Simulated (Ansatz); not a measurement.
System: Mo-vacancy pair (Mo on one host Ir site, one Ir site vacant) in fcc Ir (neutral cell). The step: Mo and the vacancy change places (Mo-vacancy distance between ideal sites 2.74 Å throughout); the atom moves 2.71 Å along (0.00, 0.49, 0.49) of the unit cell; the moving atom starts with neighbours 5 Ir at 2.72, 6 Ir at 2.74 Å and ends with 5 Ir at 2.72, 6 Ir at 2.74 Å. A PBE band in Ansatz (plane-wave PAW, a 2×2×2 k-point mesh shifted by half a step, 32 host sites, 22 SCF runs with any check of the saddle's order, static, no finite-size correction) gives a forward barrier of 2.72 eV. The saddle point's order was not checked, and it lies on a symmetry element of the cell, where a band can be held. Forms of the defect that were not tried may lie lower. The start lies 0.11 eV above the lowest site run (PBE).

Single points at the band's start and saddle point can refine it. Rough cost of one point, in units of the band's mean SCF on the same machine:

```csv
Level,Cost of one point
"PBE, a 4×4×4 k-point mesh shifted by half a step",about 8
"r2SCAN at 500 eV, a 2×2×2 k-point mesh shifted by half a step",about 3
```

Problem. Which of these move the barrier by more than 0.1 eV, and how far does each move it?

Solution. Not one does. PBE, a 4×4×4 k-point mesh shifted by half a step: +0.02 eV; r2SCAN at 500 eV, a 2×2×2 k-point mesh shifted by half a step: -0.03 eV. Each functional is compared with PBE at the same k-points.

Ansatz is a first-principles code.
